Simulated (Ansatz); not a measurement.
# rock-salt TiN (0 0 1) on zinc-blende GaAs (0 0 1) (film strained to the substrate, started from cuts of the bulks and a machine-learned relaxation)

A periodic stack without vacuum, rock-salt TiN (0 0 1) on zinc-blende GaAs (0 0 1) (film strained to the substrate, started from cuts of the bulks and a machine-learned relaxation): substrate slab As5Ga6, film N12Ti12, surface cells [[1, 0], [1, 1]] and [[0, -1], [2, 1]], film strained by -4.3 and -4.3 %, outermost planes Ga/Ga and NTi/NTi as cut, which need not be the usual terminations and can put a slab off its formula.

The start was prepared with a machine-learned potential, and the result is one local minimum, with the in-plane cell held and forces under 0.04 eV/Å; the film can end far from its bulk form.

Calculation: PBE (plane waves to 420 eV, PAW; Ansatz, a program for electronic structure). No spin–orbit coupling; the runs are not spin-polarised; PBE gaps are too small against experiment. Its k-point mesh 8×8×1, Fermi–Dirac width 0.05 eV.

- interface area: 16.5 Å²
- period: 30.32 Å
- gaps between the outermost planes at the two interfaces: 2.61 and 2.57 Å
- Ga–Ti contacts across the interfaces within 1.22 times the sum of covalent radii: 2, mean 2.73 Å
- estimate of the barrier: withheld, since the Fermi level falls at or inside a band of the host, which a slab this thin can't settle

```
Ga6Ti12As5N12
1.0
    4.06270     0.00027     0.02788
    0.00026     4.06204    -0.07786
    1.22413     0.09505    30.33676
As Ga N Ti
5 6 12 12
Cartesian
  3.74907   2.07671   2.62506
  3.70912   2.18357   8.43095
  1.69655   4.14759   5.50013
  3.65607   2.30273  14.23128
  1.66416   4.27451  11.25607
  3.73846   4.13982   4.07529
  1.72689   1.23086   1.35498
  3.70432   4.24393   9.83120
  1.68771   2.14690   6.97870
  4.43427   4.35980  15.50309
  1.63398   2.27039  12.73491
  5.08081   0.38792  20.41068
  3.05049   2.41831  20.33557
  3.06066   0.34350  18.18215
  1.03514   2.37531  18.14877
  5.05254   0.47338  24.74335
  3.02092   2.50380  24.68273
  3.03464   0.42995  22.56291
  5.06540   2.46201  22.55316
  5.02258   0.55518  29.08935
  2.99316   2.59399  29.09237
  3.00688   0.51416  26.90697
  5.03871   2.54542  26.89445
  3.04964   0.38743  20.38242
  5.08179   2.41878  20.36141
  1.03608   0.34490  18.20752
  3.06305   2.37810  18.29062
  3.02098   0.47379  24.73924
  5.05207   2.50488  24.73637
  5.06529   0.43106  22.59156
  3.03488   2.46019  22.48124
  2.99184   0.55403  29.07279
  5.02485   2.58658  28.94738
  5.03872   0.51364  26.89728
  3.00710   2.54617  26.89941
```
